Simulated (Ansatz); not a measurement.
Consider HfSi2 (space group Cmcm, No. 63; a = 3.6503 Å, b = 14.3497 Å, c = 3.6352 Å).

Level of theory: Kohn–Sham DFT with the PBEsol functional, run in Ansatz (a first-principles code) with PAW and 420 eV plane waves, no SOC.

Base values:

The pressure is 0.0 GPa and the band gap is zero.

One thing is altered: the cell is scaled by 1.0433 in all directions; the atoms relax in the strained cell.

Task: Estimate the effect on the pressure, largest internal atomic displacement, band gap and energy relative to the base.

Result: The pressure (mean of the normal stresses, compression positive) goes from zero to -13.8 GPa; the largest internal atomic displacement is 0.026 Å; the band gap stays zero; the energy increases by 103 meV/atom.

Whether these cells are dynamically stable was not tested. The final runs are not spin-polarised.
